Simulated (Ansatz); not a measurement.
Results of LDA in Ansatz (PAW) for BSi (P6₃mc, No. 186, 4 atoms in the cell; start mp-978495).

Settings: plane-wave cutoff 520 eV, 24×24×10 k mesh (along the axes of the cell as run), Fermi–Dirac smearing 0.05 eV, scalar-relativistic PAW data made under PBE.

Cell (relaxed at this level):

```cif
data_B2Si2
_chemical_formula_sum 'Si2 B2'
_space_group_name_H-M_alt 'P63mc'
_space_group_IT_number 186
_space_group_name_Hall 'P 6c -2c'
_cell_length_a 3.11806
_cell_length_b 3.11806
_cell_length_c 5.83186
_cell_angle_alpha 90.000
_cell_angle_beta 90.000
_cell_angle_gamma 120.000
loop_
_atom_site_label
_atom_site_type_symbol
_atom_site_symmetry_multiplicity
_atom_site_Wyckoff_symbol
_atom_site_fract_x
_atom_site_fract_y
_atom_site_fract_z
_atom_site_occupancy
Si1 Si 2 b 0.33333 0.66667 0.35576 1
B1 B 2 b 0.33333 0.66667 0.01923 1
```

Q: What does this level give for the bulk modulus?

A: 
- bulk modulus = 129 GPa

The run finds no gap.

Note: the bulk modulus is −V dP/dV from two relaxed cells at ±2 % in volume; the relaxation could not lower the start's symmetry, so the cell can be a saddle point above a distorted one.

Computed values are for the static lattice.

Cost on a shared machine: about 80 core-seconds (a rough figure).

A start named mp-… is a Materials Project structure, which need not be a measured phase.

Ansatz is an electronic-structure program.
